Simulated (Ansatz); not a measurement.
**Ge: pressure series**

The parent structure is Ge in the diamond structure (space group Fd-3m, No. 227).

```yaml
crystal:
  lattice:
    - [0.00000, 2.83720, 2.83720]
    - [2.83720, 0.00000, 2.83720]
    - [2.83720, 2.83720, 0.00000]
  atoms:
    - { symbol: Ge, position: [0.00000, 0.00000, 0.00000] }
    - { symbol: Ge, position: [0.25000, 0.25000, 0.25000] }
```

Cell and atoms are relaxed at each pressure.

All numbers come from r2SCAN, PAW, 500 eV (Ansatz, a quantum-chemistry and plane-wave program; no SOC).

Candidates:
(a) pressure 30 GPa
(b) pressure 9 GPa
(c) pressure 2.1 GPa
(d) pressure −2 GPa

Base values:

| Property | Value |
|---|---|
| Width of the top valence band | 4.01 eV |

**Question.** Order them by width of the top valence band, lowest first.

**Answer.** (d) pressure −2 GPa (3.86 eV), (c) pressure 2.1 GPa (4.15 eV), (b) pressure 9 GPa (4.52 eV), (a) pressure 30 GPa (5.36 eV)

The levels and masses belong to the bands next to the band gap. Load acts through the strain it causes; cell and atoms are relaxed under it. No phonon test of stability was made. Measured, Ge leaves this structure (for the β-tin structure) near 10.6 GPa (room temperature; as listed in arXiv:1906.07825).
